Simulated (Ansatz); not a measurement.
Abridged Ansatz (an electronic-structure program) output:

```
Relaxation: its limit of steps is 60 (relax.max_steps)
Pseudopotential: Ti, paw, valence charge 12
Pseudopotential: O, paw, valence charge 6
Crystal: 6 atoms, lattice volume = 68.820 Å³
Basis set: ecut = 420 eV, 1325 PW (Γ), exchange–correlation on 80×80×80 points (8 copies of the dense FFT grid, shifted against one another)
Bands: 30, of which v1, the nominal top of the filled ones, is band 24 counted from 1 (23 counted from 0)
Symmetry: 16 space group operations
k-points: 163 of 1728
Functional: x = pbe(κ = 0.804, μ = 0.2195149727645171), c = pbe(β = 0.06672455060314922)
SCF iter   1: F=—  HF=-7277.487341 eV  |F-HF|=—  |Δ(HF+E_count)|=         —  Δρ=3.34e-3  dr2=2.69e-3  ethr=1.77e-3  ⟨swp⟩=4.6  Hψ=19934  notcnv=0
SCF iter   2: F=—  HF=-7277.488980 eV  |F-HF|=—  |Δ(HF+E_count)|=   1.64e-3  Δρ=2.35e-3  dr2=2.60e-3  ethr=5.60e-6  ⟨swp⟩=2.9  Hψ=10676  notcnv=0  defer=254
SCF 1 converged in 7 iterations: F = -7277.489116 eV  dr2 = 1.43e-9
relax step   1: F+E_penalty+E_count = -7277.48911574 eV  Δ(F+E_penalty+E_count) = +0.000e0 eV  max|allowed force component| = 4.586e-5 eV/Å  Δτ_max = 0.0000 Å  P = +2.997 GPa  Ω = 68.820 Å³  (7 SCF iters, dr2 threshold 1.00e-7 eV, accepted)
[... steps on the carried basis left out ...]
relax step   7: F+E_penalty+E_count = -7277.47048231 eV  Δ(F+E_penalty+E_count) = +1.653e-4 eV  max|allowed force component| = 4.260e-5 eV/Å  Δτ_max = 0.0000 Å  P = +4.996 GPa  Ω = 68.071 Å³  stress off target by 9.93e-3 GPa  SCF on the basis re-selected at this cell (its energy is not comparable with the rows above)  (6 SCF iters)
SCF converged after 6 iterations
Free energy (F): -7277.470482 eV
Internal energy: -7277.470482 eV  (E = F + TS)
E sigma→0 (E₀):  -7277.470482 eV
Fermi energy:    8.470043 eV
--- Forces (eV/Å), atoms counted from 1 ---
  atom   1  Ti     0.00000000     0.00000000     0.00000000
  atom   2  Ti     0.00000000     0.00000000     0.00000000
  atom   3  O      0.00000000     0.00000000    -0.00004260
  atom   4  O     -0.00000000    -0.00000000    -0.00004260
  atom   5  O      0.00000000     0.00000000     0.00004260
  atom   6  O      0.00000000    -0.00000000     0.00004260
--- Stress (GPa, compression-positive) ---
        4.999444       0.000000       0.000000
        0.000000       4.999444       0.000000
        0.000000      -0.000000       4.990065
  P = ⅓ Tr σ = 4.9963 GPa (49.963 kbar)
--- Relaxed structure (5 steps of the walk, 5 accepted, 2 SCFs on fresh bases) ---
  cell:  # Å, volume = 68.0705 Å³
    - [-1.8912231870204055, 1.8912231870204055, 4.757880689259387]
    - [1.8912231870204055, -1.8912231870204055, 4.757880689259387]
    - [1.8912231870204055, 1.8912231870204055, -4.757880689259387]
  atoms:
    - { symbol: Ti, position: [0.5, 0.5, -5.758945245084444e-35] }
    - { symbol: Ti, position: [0.25000000000000006, 0.75, 0.5] }
    - { symbol: O, position: [0.2912250110460583, 0.2912250110460583, 1.9659847560805515e-34] }
    - { symbol: O, position: [0.04122501104605821, 0.5412250110460582, 0.49999999999999994] }
    - { symbol: O, position: [0.4587749889539418, 0.9587749889539419, 0.5] }
    - { symbol: O, position: [0.7087749889539418, 0.7087749889539418, -1.3543450541888243e-34] }
```

Task: What was computed, and what are the main results?

Result: TiO2, 6 atoms in the cell, with plane-wave PAW DFT at the PBE level (Ansatz, 420 eV), scalar-relativistic without spin-orbit coupling, from a series relaxed to a target (pressure 5 GPa). The last SCF converged to F = -7277.470482 eV, or -1212.9117 eV per atom, at a pressure of 5.00 GPa. The total energy compares only with runs of the same code, potentials and settings.

Load acts through the strain it causes; cell and atoms are relaxed under it. Stability against distortions was not tested. No other phases were tried under pressure. All final runs are without spin polarisation. The cell was made from TiO2 in the anatase structure (space group I4_1/amd, No. 141) by this change: pressure 5 GPa.

Keys are those of Ansatz 0.2.
